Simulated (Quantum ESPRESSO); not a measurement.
Input and output of a self-consistent single point for Ba (Im-3m, 1 atom in the cell) (Quantum ESPRESSO).

Method: PBE, spin-orbit coupling, PSlibrary fully relativistic PAW (PBE) pseudopotentials (plane waves; Quantum ESPRESSO 7.5).

```
Ba
1.0
   -2.50799     2.50799     2.50799
    2.50799    -2.50799     2.50799
    2.50799     2.50799    -2.50799
Ba
1
Direct
  0.00000   0.00000   0.00000
```

Reference input (self-consistent single point, DFT, PBE, plane waves, PSlibrary PAW (PBE) pseudopotentials): ecutwfc = 45 Ry; ecutrho = 270 Ry; occupations = smearing; smearing = gaussian; degauss = 0.0073499 Ry; potentials = {Ba: Ba.pbe-spn-kjpaw_psl.1.0.0.UPF}; K_POINTS = automatic 8 8 8 0 0 0; conv_thr = 1e-11 Ry. This run's input differs from it in these lines:

```diff
@@ -17,2 +17,4 @@
   degauss = 0.0073499,
+  noncolin = .true.,
+  lspinorb = .true.,
 /
@@ -22,3 +24,3 @@
 ATOMIC_SPECIES
-Ba   137.3270  Ba.pbe-spn-kjpaw_psl.1.0.0.UPF
+Ba   137.3270  Ba.rel-pbe-spn-kjpaw_psl.1.0.0.UPF
 CELL_PARAMETERS bohr
```

Log, with long lists cut:

```
     Self-consistent Calculation

     iteration #  1     ecut=    45.00 Ry     beta= 0.70

     Threshold (ethr) on eigenvalues was too large:
     Diagonalizing with lowered threshold

     c_bands:  2 eigenvalues not converged

     total energy              =    -437.65233392 Ry
     estimated scf accuracy    <       0.00082757 Ry

     iteration #  2     ecut=    45.00 Ry     beta= 0.70

     total energy              =    -437.65246074 Ry
     estimated scf accuracy    <       0.00009034 Ry

     iteration #  3     ecut=    45.00 Ry     beta= 0.70

     total energy              =    -437.65247746 Ry
     estimated scf accuracy    <       0.00000289 Ry

   [... 5 blocks of this kind left out ...]

     iteration #  9     ecut=    45.00 Ry     beta= 0.70

     total energy              =    -437.65248045 Ry
     estimated scf accuracy    <          1.3E-11 Ry

     iteration # 10     ecut=    45.00 Ry     beta= 0.70
     End of self-consistent calculation

     the Fermi energy is     5.8147 ev

!    total energy              =    -437.65248045 Ry
     estimated scf accuracy    <          3.4E-12 Ry
     smearing contrib. (-TS)   =      -0.00032851 Ry
     internal energy E=F+TS    =    -437.65215194 Ry

     convergence has been achieved in  10 iterations

     Forces acting on atoms (cartesian axes, Ry/au):

     atom    1 type  1   force =     0.00000000    0.00000000    0.00000000

     Total force =     0.000000     Total SCF correction =     0.000000

          total   stress  (Ry/bohr**3)                   (kbar)     P=       -0.17
  -0.00000115  -0.00000000  -0.00000000           -0.17       -0.00       -0.00
  -0.00000000  -0.00000115  -0.00000000           -0.00       -0.17       -0.00
  -0.00000000  -0.00000000  -0.00000115           -0.00       -0.00       -0.17

   JOB DONE.
```

The run converged in 10 iterations. Against the reference run the pressure moves little (-0.01 to -0.02 GPa). The full log also holds: “c_bands:  2 eigenvalues not converged”.

The starting cell has typed, rounded lattice constants, without a prior relaxation at this level. Its lattice was rescaled by a random factor within 2.5 % of one.

Cost on one core of a shared machine: roughly 70 s.
